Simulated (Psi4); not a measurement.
Psi4 1.11, B3LYP/def2-svp: Ga(F)2(GeH3) ([F][Ga]([F])[GeH3]), 7 atoms. The geometry is a generated start, not checked to be a minimum at this level.

```yaml
task: energy
method: b3lyp
basis: def2-svp
memory: 3 GB
maxiter: 100
keys_of_the_molecule_block: symmetry c1
scf_type: df (default)
e_convergence: 1e-06 (default)
d_convergence: 1e-06 (default)
dft_radial_points: 75 (default)
dft_spherical_points: 302 (default)
basis_functions: 107
grid_points: 151793
```

```xyz
7

Ga     0.6430    -0.7045     0.9074
F      2.3549    -1.1716     0.8330
F     -0.1600    -1.2793     2.3947
Ge    -0.5213     0.5843    -0.7724
H     -1.3786     1.6156    -0.0953
H      0.4645     1.2694    -1.6712
H     -1.4024    -0.3139    -1.5962
```

With the defaults (diis = true, scf_initial_accelerator = adiis, damping_percentage = 0, soscf = false, soscf_start_convergence = 0.01, guess = auto, which took SAD, diis_max_vecs = 10) it converges in 11 SCF iterations. One run each on 2 threads, with these changes:
- guess = core
- diis_max_vecs = 20
- diis = false, scf_initial_accelerator = none, damping_percentage = 60
- guess = gwh
- guess = sapgau
- soscf = true, soscf_start_convergence = 0.001
- scf_initial_accelerator = none
- soscf = true
- guess = sap

### Question
Which of these changes keep the SCF from converging, or lead it to another solution?

### Answer
No convergence: diis = false, scf_initial_accelerator = none, damping_percentage = 60 (the run ends without SCF convergence in 100 iterations). The rest reach the solution of the defaults.

```tsv
setting	SCF iterations	JK calls	end
soscf = true	8	24	same solution
soscf = true, soscf_start_convergence = 0.001	9	20	same solution
guess = sapgau	9	9	same solution
guess = sap	9	9	same solution
the defaults	11	12	same solution
diis_max_vecs = 20	11	12	same solution
scf_initial_accelerator = none	11	12	same solution
guess = core	14	14	same solution
guess = gwh	14	14	same solution
diis = false, scf_initial_accelerator = none, damping_percentage = 60	100	101	no convergence
```

An SOSCF iteration holds several JK calls; a Hückel guess adds calls on atoms. 1 further run of the study ended by our limits or in an error and is left out.
